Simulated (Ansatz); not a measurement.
Consider the energy of the reaction as written. Reaction: 3 C (graphite) + 4 W (bcc) → cell A. Negative: the products are lower in energy.

Cell A: a sheet of composition W4C3 built on WC (P-6m2) (0001), with 5 atoms on that crystal's sites, 7 atoms, hexagonal cell of 5.03 Å (21.9 Å²), symmetry C2/m, 2.2 Å thick under 16 Å of vacuum, in-plane vectors held at the crystal's; planes from bottom to top: W2 | C3 | W2; spin state with PBE: run without spin, k-point mesh 7×7×1.
```
CELL_PARAMETERS angstrom
      5.02670     0.00000     0.00000
      2.51335     4.35325     0.00000
      0.00000     0.00000    18.42803
ATOMIC_POSITIONS crystal
  C  0.33333 0.00000 0.50000
  W  0.35372 0.31867 0.43903
  C  0.66678 0.33310 0.50000
  W  0.99427 0.31867 0.56097
  W  0.67239 0.68133 0.43903
  C  0.99989 0.66690 0.50000
  W  0.31295 0.68133 0.56097
```

Reference: C (graphite, P6₃/mmc), 4 atoms in the cell, k-point mesh 18×18×6 on the run's own vectors. Conventional cell: a = b = 2.4650 Å, c = 6.7419 Å, α = β = 90.00°, γ = 120.00°.

Reference: W (bcc, Im-3m), 1 atom in the cell; spin state with PBE: run without spin, k-point mesh 26×26×26 on the run's own vectors. Conventional cell: a = 3.159 Å, b = 3.159 Å, c = 3.159 Å, α = 90.00°, β = 90.00°, γ = 90.00°.

Plane-wave PAW calculations with Ansatz (a program for electronic structure), its default PAW set, cutoff 420 eV, 500 eV for r2SCAN. The structures are at rest with PBE+D3(BJ), within the held lattices; other levels are single points on them. Neutral cells; Fermi-Dirac smearing of at most 0.10 eV in the solids, energies taken to zero width. The lattices are those relaxed with PBE+D3(BJ) or held as stated, so at other levels the solids can be strained, which adds to the spread. A dispersion term (D3(BJ), or D4 for r2SCAN) was computed beside these levels and is taken off wherever the name lacks it. No zero-point or thermal terms. Cells are local rest points, mostly with their start's symmetry. The runs are scalar-relativistic, without spin-orbit coupling. Cell A has symmetry C2/m and got no random move, so less symmetric positions, which may lie lower, weren't tried.

Problem. What is the computed value (r2SCAN)?

Solution. 11.86 eV, for 3 C (graphite) + 4 W (bcc) → cell A.

Problem. How does the value move with the functional?

Solution. 
```json
[
 {"Level": "PBE", "value (eV)": "11.23", "less r2SCAN": "-0.63"},
 {"Level": "PBE+D3(BJ)", "value (eV)": "13.04", "less r2SCAN": "1.18"},
 {"Level": "r2SCAN+D4", "value (eV)": "12.47", "less r2SCAN": "0.61"}
]
```

The levels span 1.81 eV, from PBE (11.23) to PBE+D3(BJ) (13.04).
